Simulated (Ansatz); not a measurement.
One pseudomorphic plane of X on hcp Hf (0001), continuing the host's stacking (six planes of the host, 1x1 cell of 8.90 Å², clean work function 4.33 eV). ΔE counts an X atom from its bulk element. E_seg is the energy of the plane on top less that of the same plane lying second, under one plane of the host, at equal numbers of atoms (made equal with bulk Hf); a negative value keeps X outside. χ is Pauling's electronegativity. These are constructed structures, held to the host's lattice; rows with a moment ran spin-polarised from parallel moments in the plane, the only order that a 1x1 cell holds, and a change of moment is part of their E_seg. Rows without one ran without spin, though stretched planes of other d metals may be magnetic.

Calculation: PBE (plane waves to 420 eV, PAW; Ansatz, an electronic-structure program).

```json
[
 {"X": "Mg", "χ": "1.31", "ΔE (eV)": "-0.39", "Δφ (eV)": "-0.24", "E_seg (eV)": "–", "moment of the cell, X on top / second (μB)": "–"},
 {"X": "Zr", "χ": "1.33", "ΔE (eV)": "-0.08", "Δφ (eV)": "-0.09", "E_seg (eV)": "-0.10", "moment of the cell, X on top / second (μB)": "–"},
 {"X": "Ta", "χ": "1.50", "ΔE (eV)": "0.82", "Δφ (eV)": "0.16", "E_seg (eV)": "0.32", "moment of the cell, X on top / second (μB)": "–"},
 {"X": "Ti", "χ": "1.54", "ΔE (eV)": "0.21", "Δφ (eV)": "-0.29", "E_seg (eV)": "0.09", "moment of the cell, X on top / second (μB)": "–"},
 {"X": "Al", "χ": "1.61", "ΔE (eV)": "-0.46", "Δφ (eV)": "0.14", "E_seg (eV)": "-0.23", "moment of the cell, X on top / second (μB)": "–"},
 {"X": "V", "χ": "1.63", "ΔE (eV)": "0.81", "Δφ (eV)": "-0.82", "E_seg (eV)": "0.14", "moment of the cell, X on top / second (μB)": "2.3 / 0.8"},
 {"X": "Cr", "χ": "1.66", "ΔE (eV)": "0.95", "Δφ (eV)": "-0.86", "E_seg (eV)": "-0.04", "moment of the cell, X on top / second (μB)": "3.5 / 1.6"},
 {"X": "Co", "χ": "1.88", "ΔE (eV)": "0.36", "Δφ (eV)": "-0.25", "E_seg (eV)": "0.55", "moment of the cell, X on top / second (μB)": "1.1 / 0.0"},
 {"X": "Cu", "χ": "1.90", "ΔE (eV)": "-0.12", "Δφ (eV)": "-0.70", "E_seg (eV)": "-0.74", "moment of the cell, X on top / second (μB)": "–"},
 {"X": "Re", "χ": "1.90", "ΔE (eV)": "1.23", "Δφ (eV)": "0.08", "E_seg (eV)": "–", "moment of the cell, X on top / second (μB)": "–"},
 {"X": "Sn", "χ": "1.96", "ΔE (eV)": "-0.88", "Δφ (eV)": "0.21", "E_seg (eV)": "–", "moment of the cell, X on top / second (μB)": "–"},
 {"X": "Ge", "χ": "2.01", "ΔE (eV)": "-0.54", "Δφ (eV)": "0.72", "E_seg (eV)": "0.06", "moment of the cell, X on top / second (μB)": "–"},
 {"X": "Pd", "χ": "2.20", "ΔE (eV)": "-1.09", "Δφ (eV)": "-0.06", "E_seg (eV)": "-0.51", "moment of the cell, X on top / second (μB)": "–"},
 {"X": "Au", "χ": "2.54", "ΔE (eV)": "-1.00", "Δφ (eV)": "-0.46", "E_seg (eV)": "-0.77", "moment of the cell, X on top / second (μB)": "–"}
]
```

No prediction is posed: with the row of Au, drawn by lot, set aside, none of the pairs tried (Δφ against χ) correlates at 0.6.

Work function. Over these 14 rows Δφ correlates with χ at r = 0.06. It runs from -0.86 eV (Cr) to 0.72 eV (Ge), that is from 3.47 to 5.05 eV in all.

Place. E_seg is below −0.05 eV, so that the full plane is lower on top, for Zr, Al, Cu, Pd, Au; above 0.05 eV, so that it is lower under one plane of the host, for Ta, Ti, V, Co, Ge.

ΔE is negative for Mg, Zr, Al, Cu, Sn, Ge, Pd, Au: there the strained plane on this host is lower than the bare face and X's own bulk. Alloying within the plane, relief of strain and larger cells were not tried.

Left out: 8 runs of this family that did not converge or found no flat vacuum level.
